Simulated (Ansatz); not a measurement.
An Ansatz (a program for electronic structure) run: hypothetical R-3m LuAgSe2; PBEsol (Ansatz, PAW, scalar-relativistic without spin-orbit coupling).

Input:

Ansatz 0.2 input:
```yaml
crystal:
  lattice:
    - [2.0175659628, 1.1648422517, 6.327050481]
    - [-2.0175659628, 1.1648422517, 6.327050481]
    - [0, -2.3296845035, 6.327050481]
  atoms:
    - { symbol: Lu, position: [0, 0, 0] }
    - { symbol: Ag, position: [0.5, 0.5, 0.5] }
    - { symbol: Se, position: [0.2514274951, 0.2514274951, 0.2514274951] }
    - { symbol: Se, position: [0.7485725049, 0.7485725049, 0.7485725049] }
basis: { ecutwfc: 420, ecutrho_ratio: 4, xc_grid: 2, fft_grid_basis: typed }
kpoints: { mp_grid: { grid: [10, 10, 10] } }
hamiltonian:
  xc: pbesol
  dispersion: none
  pseudopotentials: { kind: paw }
scf: { occupations: { method: fermi_dirac, width: 0.05 }, convergence: { dr2_threshold: 0.0000000004 } }
output: { forces: true, stress: true }
```

Output:

```
WARN ansatz: RAYON_NUM_THREADS=1 ignored (pool sized by the plan → 1); use --threads N
Pseudopotentials: kind: paw
Pseudopotential: Lu, paw, valence charge 25
Pseudopotential: Ag, paw, valence charge 19
Pseudopotential: Se, paw, valence charge 16
Functional definition: PBEsol
Crystal: 4 atoms, lattice volume = 89.217 Å³
Basis set: ecut = 420 eV, 1749 PW (Γ), exchange–correlation on 96×96×96 points (8 copies of the dense FFT grid, shifted against one another)
Bands: 43, of which v1, the nominal top of the filled ones, is band 38 counted from 1 (37 counted from 0)
Symmetry: 12 space group operations
Space group: R-3m (ITA 166), of the structure as read, at distance tolerance 4.5e-5 Å
k-points: 116 of 1000
PAW frozen core: Lu, regenerated for the run's functional, and the local potential with it
PAW frozen core: Ag, regenerated for the run's functional, and the local potential with it
PAW frozen core: Se, regenerated for the run's functional, and the local potential with it
Initial density: superposition of atomic densities (neutral atoms: chi_scale 0, normalization atom), corrected by the library's trained network
Initial wavefunctions: pseudopotential atomic-orbital guess
Eigensolver: davidson
Functional: x = pbesol(κ = 0.804, μ = 0.12345679012345678), c = pbesol(β = 0.046)
SCF iter   1: F=—  HF=-32986.532095 eV  |F-HF|=—  |Δ(HF+E_count)|=         —  Δρ=3.85e-3  dr2=1.31e-2  ethr=1.77e-3  ⟨swp⟩=5.6  Hψ=20462  notcnv=0
all-band conjugate gradients solve this SCF's bands
preconditioner: auto → Resta (q_TF=auto, 2.656 Å⁻¹)
SCF iter   2: F=—  HF=-32986.526001 eV  |F-HF|=—  |Δ(HF+E_count)|=   6.09e-3  Δρ=1.71e-3  dr2=3.16e-3  ethr=1.73e-5  ⟨swp⟩=2.1  Hψ=10802  notcnv=0  defer=30
SCF iter   3: F=—  HF=-32986.525732 eV  |F-HF|=—  |Δ(HF+E_count)|=   2.68e-4  Δρ=9.03e-4  dr2=9.49e-4  ethr=4.16e-6  ⟨swp⟩=2.3  Hψ=8784  notcnv=0  defer=30
SCF iter   4: F=—  HF=-32986.525380 eV  |F-HF|=—  |Δ(HF+E_count)|=   3.53e-4  Δρ=4.93e-4  dr2=2.78e-4  ethr=1.25e-6  ⟨swp⟩=2.1  Hψ=9151  notcnv=0  defer=30
SCF iter   5: F=—  HF=-32986.525341 eV  |F-HF|=—  |Δ(HF+E_count)|=   3.88e-5  Δρ=1.55e-4  dr2=2.45e-5  ethr=3.65e-7  ⟨swp⟩=2.0  Hψ=7928  notcnv=0  defer=30
SCF iter   6: F=—  HF=-32986.525341 eV  |F-HF|=—  |Δ(HF+E_count)|=   1.54e-7  Δρ=6.48e-5  dr2=3.07e-6  ethr=3.22e-8  ⟨swp⟩=2.0  Hψ=9076  notcnv=0  defer=30
SCF iter   7: F=—  HF=-32986.525381 eV  |F-HF|=—  |Δ(HF+E_count)|=   3.98e-5  Δρ=2.03e-5  dr2=3.18e-7  ethr=4.04e-9  ⟨swp⟩=2.5  Hψ=9680  notcnv=0  defer=30
SCF iter   8: F=—  HF=-32986.525381 eV  |F-HF|=—  |Δ(HF+E_count)|=   8.32e-8  Δρ=1.26e-5  dr2=1.20e-7  ethr=4.19e-10  ⟨swp⟩=2.7  Hψ=9619  notcnv=0  defer=30
SCF iter   9: F=—  HF=-32986.525381 eV  |F-HF|=—  |Δ(HF+E_count)|=   1.99e-8  Δρ=5.35e-6  dr2=2.13e-8  ethr=1.57e-10  ⟨swp⟩=2.0  Hψ=8391  notcnv=0  defer=30
SCF iter  10: F=-32986.525381 eV  HF=-32986.525381 eV  |F-HF|=8.73e-11  |Δ(HF+E_count)|=   5.08e-9  Δρ=5.11e-7  dr2=2.88e-10  ethr=1.00e-12  ⟨swp⟩=6.0  Hψ=33012  notcnv=0
SCF 1 converged in 10 iterations: F = -32986.525381 eV  dr2 = 2.88e-10
SCF converged after 10 iterations
Free energy (F): -32986.525381 eV
Harris-Foulkes:  -32986.525381 eV  (|F-HF|=8.73e-11)
Internal energy: -32986.525381 eV  (E = F + TS)
E sigma→0 (E₀):  -32986.525381 eV
Entropy (-TS):   -0.000000 eV (-0.000 meV/atom)
Fermi energy:    12.898239 eV
--- Per-component energies (eV) ---
  E_band       = -983.214086
  E_kinetic    = 1186.247495
  E_local      = -13768.289494  (includes V_loc(G=0)·N_el)
  E_nonlocal   = -518.383519
  E_hartree    = 6217.241713
  E_xc         = -607.555106
  E_vxc        = -689.017686  (∫ρ·V_xc dr)
  E_paw        = -14827.431451  (= ΣΔE_a)
  E_vpaw       = 371.745323  (= ΣTr[D̂ρ^β])
  E_aug_tail   = -0.000830  (compensation charges beyond the density's cutoff)
  E_ewald      = -10671.885997
  E_core_change = 3.531808  (= ΣΔE_core)
  E_smearing   = -0.000000  (= −TS)
  E_closure    = -0.000000  (closes the sum)
  Σ components = -32986.525381   (vs F -32986.525381, Δ=0.00e0)
  [band-id]    e_kinetic+e_local+e_nonlocal+2·e_hartree+e_vxc+e_vpaw+e_augmentation_tail = -983.215284   (vs E_band -983.214086, Δ=-1.20e-3)
--- Forces (eV/Å), atoms counted from 1 ---
  atom   1  Lu     0.00000000    -0.00000000     0.00000000
  atom   2  Ag     0.00000000     0.00000000    -0.00000000
  atom   3  Se    -0.00000000     0.00000000    -0.00037561
  atom   4  Se     0.00000000    -0.00000000     0.00037561
  max |Σ_I F_I| component: 2.31e-18 eV/Å
--- Stress (GPa, compression-positive) ---
       -0.003240       0.000000       0.000000
        0.000000      -0.003240      -0.000000
        0.000000      -0.000000       0.004191
  P = ⅓ Tr σ = -0.0008 GPa (-0.008 kbar)
  The stress holds the Pulay correction. Without it, at fixed plane waves, as pw.x and ABINIT print it: P = -0.0355 GPa
  The stress includes an estimate of the error left by incomplete SCF convergence (largest component 0.0004 GPa).
--- Band table ---
  band table: none
```

Whether these cells are dynamically stable was not tested. The cell is LuAgSe$_{2}$ (space group R-3m, No. 166; a hypothetical phase, not in the database extracts checked).
